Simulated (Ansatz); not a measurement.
**BiCl₃ (Pnma, No. 62; structure not from a measured cell): band gap by level of theory**

No measured value is used here.

```tsv
level (code)	value (eV)	cell (Å³/atom)
LDA (Ansatz)	2.85	23.80
PBEsol (Ansatz)	3.13	25.79
r²SCAN (Ansatz)	3.87	27.76
r²SCAN-D4 (Ansatz)	3.80	26.61
HSE06 (Ansatz)	4.49	27.76
```

Computed values are for a static lattice. Spin–orbit coupling is included only where a level's name says +SOC; with heavier elements it mostly lowers gaps and can invert bands.  LDA, PBEsol, r²SCAN, r²SCAN-D4, HSE06: the gap is read on the k mesh or supercell of the run alone and can be too large. LDA, PBEsol, r²SCAN, r²SCAN-D4: the relaxation could not lower the start's symmetry, so the cell can be a saddle point above a distorted one. Values are at the level's own relaxed cell; HSE06 at the r²SCAN cell. K meshes differ between the levels. Ansatz's density-functional and Hartree–Fock values are scalar-relativistic unless marked +SOC, with PAW data made under PBE.

Ansatz is a program for electronic structure.
